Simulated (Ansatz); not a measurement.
For ZrSiO (P4/nmm, No. 129, 6 atoms in the cell; start mp-7915), PBE in Ansatz (plane waves, PAW) gives:

- lattice parameter a = 3.313 Å
- lattice parameter c = 7.323 Å
- bulk modulus = 172 GPa
- cohesive energy = 6.41 eV/atom

### Question
What does r²SCAN (Ansatz, a quantum-chemistry and plane-wave program, PAW) give for the same quantities?

### Answer

- lattice constant a: 3.298 Å (decreases by 0.5 %)
- lattice parameter c: 7.301 Å (decreases by 0.3 %)
- bulk modulus: 184 GPa (grows by 7.0 %)
- cohesive energy: 6.34 eV/atom (drops by 0.07 eV/atom)

Changes are worked out from the printed values.

Unless a cell is named, each level is at its own relaxed cell (PBE 13.39, r²SCAN 13.23 Å³/atom).

Caveats: the bulk modulus is −V dP/dV from two relaxed cells at ±2 % in volume (PBE, r²SCAN); the relaxation could not lower the start's symmetry, so the cell can be a saddle point above a distorted one (PBE, r²SCAN). Ansatz's density-functional and Hartree–Fock values are scalar-relativistic unless marked +SOC, with PAW data made under PBE.

A start named mp-… is a Materials Project structure, which need not be a measured phase.
